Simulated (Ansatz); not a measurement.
**Carrier properties of GaP under load (space group I-4m2)**

Data:

```
GaP
1.0
    0.00000     2.76349     2.69369
    2.76349     0.00000     2.69369
    2.76349     2.76349     0.00000
Ga P
1 1
Direct
  0.00000   0.00000   0.00000
  0.25000   0.25000   0.25000
```

Calculation: r2SCAN with spin-orbit coupling, rigid bands (plane waves, PAW; Ansatz, a quantum-chemistry and plane-wave program). Condition of this run: biaxial stress xx = yy = -2 GPa (compression positive) (the target of the relaxation). Geometry: cell and atoms relaxed with r2SCAN, then loaded as said.

```yaml
band_gap: 1.61 eV
electron conductivity mass (300 K, dilute): 0.25 (x), 0.25 (y), 1.01 (z) mₑ
hole conductivity mass (300 K, dilute): 0.44 (x), 0.44 (y), 0.31 (z) mₑ
effective density of states N_c (300 K): 1.2e19 cm⁻³
effective density of states N_v (300 K): 6.2e18 cm⁻³
density_of_states_mass_electrons: 0.61 mₑ
density_of_states_mass_holes: 0.39 mₑ
Seebeck coefficient, n-type 1e19 cm⁻³, 300 K: -231 μV/K
Seebeck coefficient, p-type 1e19 cm⁻³, 300 K: 241 μV/K
best p-type power factor at 300 K for τ = 10 fs (best axis; densities from 1e16 to 1e21 cm⁻³ tried, whether or not they can be reached): 12.2 μW/(cm·K²) at 3e20 cm⁻³
```

Rigid bands; masses and Seebeck coefficients take one relaxation time τ for all states and one kind of carrier; polarons and phonon drag are left out.
